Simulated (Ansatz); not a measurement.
We consider CaScO2F (model structure, started from the SrVO2H type, P4/mmm, No. 123, 5 atoms in the cell), described by PBEsol (PAW; Ansatz, an electronic-structure program).

Run with plane-wave cutoff 520 eV, 8×8×8 k mesh, Fermi–Dirac smearing 0.01 eV, scalar-relativistic PAW data made under PBE.

Cell (relaxed at this level):

```
CELL_PARAMETERS angstrom
      4.06062     0.00000     0.00000
      0.00000     4.06062     0.00000
      0.00000     0.00000     3.95869
ATOMIC_POSITIONS crystal
  Ca 0.50000 0.50000 0.50000
  Sc 0.00000 0.00000 0.00000
  O  0.50000 0.00000 0.00000
  O  0.00000 0.50000 0.00000
  F  0.00000 0.00000 0.50000
```

Problem. Estimate the band gap and bulk modulus that the calculation returns.

Solution. 
- band gap: 2.76 eV (on the SCF k mesh)
- bulk modulus: 132 GPa

Note: the bulk modulus is −V dP/dV from two relaxed cells at ±2 % in volume; the relaxation could raise the start's symmetry but not lower it, so the cell can be a saddle point.

Static lattice: no zero-point or thermal effects.

A model structure was made by putting elements into a prototype or built by hand; it is no filed structure, need not be a known phase, and can be a saddle point held by its symmetry.
